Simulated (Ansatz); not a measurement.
Inside the gap of an insulator the Bloch states are evanescent, with a wavenumber k + iκ along the transport direction.

Data:

```yaml
crystal:
  lattice:
    - [3.88192, 0.00000, 0.00000]
    - [-1.94096, 3.36184, 0.00000]
    - [0.00000, 0.00000, 6.23798]
  atoms:
    - { symbol: Zn, position: [0.33333, 0.66667, 0.00014] }
    - { symbol: Zn, position: [0.66667, 0.33333, 0.50014] }
    - { symbol: S, position: [0.33333, 0.66667, 0.37486] }
    - { symbol: S, position: [0.66667, 0.33333, 0.87486] }
```

Space group of this cell: P6_3mc, wurtzite. The cell is strained (lengths across the current scaled by 1.02, ions clamped); by r2SCAN its mean pressure is -2.7 GPa.

Transport runs along the normal of the first two printed cell vectors, the (001) (indices of the unstrained crystal) plane of the conventional cell.

No gap correction and no spin-orbit coupling; mid-gap values are interpolated between computed energies.

Task: Compute, with r2SCAN run with Ansatz (a first-principles code), the band gap and the smallest decay constant κ at mid-gap.

Result: Gap 2.64 eV on a 12×12×6 mesh; κ = 0.171 1/Å, at the zone centre.
